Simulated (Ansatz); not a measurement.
## A computed series for WC: response to strain

Take WC (space group P-6m2, No. 187; a = 2.913 Å, c = 2.835 Å; relaxed with 0.1 eV smearing) as the base. Axes: x lies along a and z along c of the hexagonal cell.

Strains are applied to the cell and any free atomic positions relax.

Calculations: r2SCAN/PAW in Ansatz (a first-principles code), no spin-orbit coupling.

Notes on the quantities. pressure: mean of the normal stresses, compression positive; energy relative to the base: free energy F.

```tsv
case	pressure	energy relative to the base	volume per atom
base	0.0 GPa	0 meV/atom	10.42 Å³
uniaxial strain ε_xx = −3.00 %	12.6 GPa	+23 meV/atom	10.10 Å³
uniaxial strain ε_xx = −2.50 %	10.3 GPa	+16 meV/atom	10.16 Å³
uniaxial strain ε_xx = −2.00 %	8.2 GPa	+10 meV/atom	10.21 Å³
uniaxial strain ε_xx = −1.50 %	6.0 GPa	+5.6 meV/atom	10.26 Å³
uniaxial strain ε_xx = −1.00 %	4.0 GPa	+2.5 meV/atom	10.31 Å³
uniaxial strain ε_xx = −0.50 %	1.9 GPa	+0.6 meV/atom	10.36 Å³
```

Whether these cells are dynamically stable was not tested. The final runs are not spin-polarised.
